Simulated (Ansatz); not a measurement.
Formation energy of the localised charge states of N_O+V_O in monoclinic HfO2 (start: the O(1) site; O(2) 2.55 Å away; 96-site cell, 2×2×2 shifted sampling) against the Fermi level, Hf-rich (Δμ(O) = -5.19 eV, Δμ(N) = -3.31 eV, bounded by rock-salt HfN; only phases computed here count, gases as isolated molecules at 0 K). Method: PBE, PAW (plane waves to 420 eV; Ansatz, an electronic-structure program).

Charges with a result: +1, 0. Others weren't obtained, and one of them could lie lower, also by skipping a charge.

Cell and caveats: 96-site cell; 2×2×2 shifted k-points; host gap 4.04 eV; charged states image-corrected; no spin–orbit coupling; not converged in cell size; flagged in the runs: a host whose relaxation on this sampling wasn't shown to rest, a strain field that reaches the edge of the cell.

| E_F − E_VBM (eV) | q = +1 | q = 0 |
|---|---|---|
| 0.00 | -0.14 | 2.54 |
| 0.50 | 0.37 | 2.54 |
| 1.01 | 0.87 | 2.54 |
| 1.51 | 1.38 | 2.54 |
| 2.02 | 1.88 | 2.54 |
| 2.52 | 2.39 | 2.54 |
| 3.03 | 2.89 | 2.54 |
| 3.53 | 3.40 | 2.54 |
| 4.04 | 3.90 | 2.54 |

Crossings of the lowest lines: (+1/0) at 2.67 eV.
